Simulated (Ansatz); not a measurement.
KHCO₃ (P2₁/c, No. 14), treated with r²SCAN+rVV10 (PAW; Ansatz, a quantum-chemistry and plane-wave program).

Numerical settings: plane-wave cutoff 500 eV, 12×8×4 k mesh (along the axes of the cell as run), Fermi–Dirac smearing 0.05 eV, scalar-relativistic PAW data made under PBE.

Cell (relaxed at this level):

```cif
data_C4H4K4O12
_chemical_formula_sum 'K4 H4 C4 O12'
_space_group_name_H-M_alt 'P21/c'
_space_group_IT_number 14
_space_group_name_Hall '-P 2ybc'
_cell_length_a 3.61811
_cell_length_b 5.57102
_cell_length_c 14.81163
_cell_angle_alpha 90.000
_cell_angle_beta 102.676
_cell_angle_gamma 90.000
loop_
_atom_site_label
_atom_site_type_symbol
_atom_site_symmetry_multiplicity
_atom_site_Wyckoff_symbol
_atom_site_fract_x
_atom_site_fract_y
_atom_site_fract_z
_atom_site_occupancy
K1 K 4 e 0.29544 0.03623 0.16603 1
H1 H 4 e 0.45377 0.19488 0.48609 1
C1 C 4 e 0.13994 0.02661 0.38181 1
O1 O 4 e 0.10273 0.54721 0.19232 1
O2 O 4 e 0.73067 0.32970 0.08154 1
O3 O 4 e 0.27176 0.23289 0.42517 1
```

Question: What does this level give for the band gap?

Answer: 
- band gap: 5.86 eV (on the SCF k mesh)

Note: the relaxation could not lower the start's symmetry, so the cell can be a saddle point above a distorted one.

Static lattice: no zero-point or thermal effects.
